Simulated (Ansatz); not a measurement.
B20 (FeSi-type) MnSi was calculated with PBE-D3(BJ) in Ansatz (plane waves, PAW).

Run with plane-wave cutoff 520 eV, 12×12×12 k mesh, Fermi–Dirac smearing 0.05 eV, spin-polarised with parallel moments, scalar-relativistic PAW data made under PBE.

Response to compression and expansion:

Shape and atoms are relaxed at each volume.

```csv
V (Å³/atom),P (GPa),moment (μB per cell of 8 atoms)
10.729,9.72,3.45
10.952,4.60,3.61
11.176,-0.01,3.75
11.399,-4.19,3.86
11.623,-7.96,3.92
```

Note: the collinear magnetic order is the start's and need not be the measured one; the bulk modulus comes from volumes at which shape and atoms were relaxed.

Ansatz is a program for electronic structure.
